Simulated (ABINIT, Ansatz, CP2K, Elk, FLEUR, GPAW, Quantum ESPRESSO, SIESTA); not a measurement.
## CuI (F-43m, 2 atoms in the cell) computed with different codes at matched settings

Self-consistent single point.

```yaml
crystal:
  lattice:
    - [0.00000, 3.02500, 3.02500]
    - [3.02500, 0.00000, 3.02500]
    - [3.02500, 3.02500, 0.00000]
  atoms:
    - { symbol: Cu, position: [0.00000, 0.00000, 0.00000] }
    - { symbol: I, position: [0.25000, 0.25000, 0.25000] }
```

All programs got the same cell, k-point mesh and kind of occupations (in Ansatz's words: kpoints.mp_grid.grid = 5 5 5; scf.occupations.method = fermi_dirac; scf.occupations.width = 0.01 eV); potentials, basis and cutoffs are each program's usual ones.

```tsv
code	model	pressure (GPa)	gap on the mesh (eV)	k-points	cutoff
CP2K	PBE, GPW, TZVP-MOLOPT-SR-GTH basis, GTH-PBE potentials (GTH_POTENTIALS)	1.78	1.130	63	grid 600 Ry
Quantum ESPRESSO	PBE, GBRV 1.5 ultrasoft (PBE) pseudopotentials	0.38	1.125	10	50 Ry
GPAW	PBE, GPAW PAW datasets PBE (gpaw-data 1.0.1)	1.18	1.156	10	850 eV
ABINIT	PBE, PAW (JTH v2.0 PBE PAW)	0.98	1.127	10	30 Ha
Ansatz	PBE, default PAW files	0.60	1.137	10	420 eV
SIESTA	GGA PBE, numerical atomic orbitals DZP, PseudoDojo PBE standard norm-conserving potentials (rewritten from UPF to PSML)	-0.64	1.600	63	grid 300 Ry
FLEUR	PBE, all-electron FLAPW (FLEUR), scalar-relativistic valence	–	1.152	14	Kmax 4.3 1/bohr
Elk	PBE, all-electron FP-LAPW, Elk's shipped species files, LAPW+lo basis	–	1.122	14	rgkmax 8
```

A dash marks a value that a program does not give, or that is left out as unsure.

Gaps are read on the mesh.

The spread over the programs that give each value: pressure within 2.42 GPa; gap on the mesh within 0.478 eV.

The starting cell has typed, rounded lattice constants, without a prior relaxation at this level. On Ansatz's run: Spin-orbit coupling is off.

Why do the programs differ, and what cannot be compared?

Differences of this kind can come from the potentials, where these differ, and from what each basis and cutoff leave unconverged. The valence holds different numbers of electrons (CP2K 18, Quantum ESPRESSO 26, GPAW 18, ABINIT 26, Ansatz (an electronic-structure program) 36, SIESTA 26, FLEUR 28). The zero of total energies and Fermi levels follows the potentials and each program's conventions, so they are not compared here. CP2K and SIESTA use small atom-centred bases, whose incompleteness enters pressures, forces and empty levels differently from a plane-wave cutoff. FLEUR and Elk treat all electrons, but the usual bases taken here (sphere radii, linearisation, local orbitals, empty states) were not tested for convergence, so the values are no reference for the others. Ansatz's pressure is given at a fixed set of plane waves, as the other plane-wave codes print theirs; with its correction for the finite basis it is 0.65 GPa. The programs reduce the same mesh by symmetry to different extents, which changes the work and not the result. In the pressure, SIESTA (by 1.43) lies more than 1 GPa from the median of the plane-wave programs. In the gap, SIESTA (by 0.468) lies more than 0.12 eV from the median of the plane-wave programs.

Keys are those of Ansatz 0.2.
